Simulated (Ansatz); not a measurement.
Start from BaF₂ (space group P6_3/mmc, No. 194; a = 4.358 Å, c = 5.996 Å; a cell from a computed database, its experimental status unchecked).

Levels (all Ansatz, a first-principles code, PAW): PBEsol (420 eV, no SOC); HSE06 (420 eV, spin-orbit coupling left out).

Its gap is 5.98 eV with PBEsol and 8.12 eV with HSE06.

Perturbation: a negative pressure, −1 GPa.

With PBEsol the gap becomes 6.04 eV.

Question: If the HSE06 correction stayed the same, what would the HSE06 gap be, and what does the HSE06 run give?

Answer: A rigid correction of +2.14 eV gives 8.18 eV. The HSE06 run gives 8.17 eV, so the two effects roughly add.

Single points use the geometry relaxed with PBEsol. HSE06 was sampled on its mesh, a few special points and the semilocal edge points, so its gap is an upper bound. Load acts through the strain it causes; cell and atoms are relaxed under it. Stability against distortions was not tested.
